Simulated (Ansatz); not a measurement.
An Ansatz (a quantum-chemistry and plane-wave program) input (PBE (Ansatz), no spin-orbit coupling):

Ansatz 0.2 input:
```yaml
crystal:
  lattice:
    - [4.916366113, 0, 0]
    - [0, 4.916366113, 0]
    - [0, 0, 3.2511021467]
  atoms:
    - { symbol: Zn, position: [0, 0, 0] }
    - { symbol: Zn, position: [0.5, 0.5, 0.5] }
    - { symbol: F, position: [0.3043980731, 0.3043980731, 0] }
    - { symbol: F, position: [0.8043980731, 0.1956019269, 0.5] }
    - { symbol: F, position: [0.1956019269, 0.8043980731, 0.5] }
    - { symbol: F, position: [0.6956019269, 0.6956019269, 0] }
basis: { ecutwfc: 420, ecutrho_ratio: 4, xc_grid: 2, fft_grid_basis: typed }
kpoints: { mp_grid: { grid: [7, 7, 10] } }
hamiltonian:
  xc: pbe
  dispersion: none
  pseudopotentials: { kind: paw }
scf: { occupations: { method: fermi_dirac, width: 0.05 }, convergence: { dr2_threshold: 0.0000000006 } }
relax: { f_tol: 0.005, max_steps: 50 }
output: { forces: true, stress: true }
checkpoint: { write: state.ck, write_every: 1000 }
```

Question: Which symmetry and how many k-points will the program report, and about how many plane waves at Γ?

Answer: Space group P42/mnm (ITA 136) with 16 operations, k-points 60 of 490, and 1567 plane waves at Γ.

Question: And the final pressure?

Answer: -5.83 GPa (compression positive).

The cells carry an imposed strain or load. Whether these cells are dynamically stable was not tested. The cell was made from ZnF2 in the rutile structure (space group P4_2/mnm, No. 136) by this change: isotropic strain +2.40 %.
